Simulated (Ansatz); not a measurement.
The reference is WS₂ in the 2H-MoS2 type structure (space group P6_3/mmc, No. 194; a = 3.1700 Å, c = 12.4918 Å; layered, stacked along the Cartesian z axis). Axes: x lies along a and z along c of the hexagonal cell.

Level of theory: r2SCAN+rVV10 (Ansatz, a first-principles code, PAW, scalar-relativistic without spin-orbit coupling).

Before the change:

| Item | Result |
|---|---|
| Band gap | 1.13 eV |
| Pressure | 0.00 GPa |

Perturbation: the symmetric strain tensor [0.0114 0.0036 0.0117; 0.0036 0.0182 0.0000; 0.0117 0.0000 -0.0036], atoms relaxed at fixed cell.

**Question.** Predict the new band gap, pressure and largest internal atomic displacement.

**Answer.** The band gap drops by 0.18 eV (1.13 eV → 0.95 eV); the pressure (mean of the normal stresses, compression positive) goes from zero to -2.93 GPa; the largest internal atomic displacement comes out as 0.042 Å.

Spin-orbit coupling, missing from the scalar runs, can matter with W. No phonon test of stability was made.
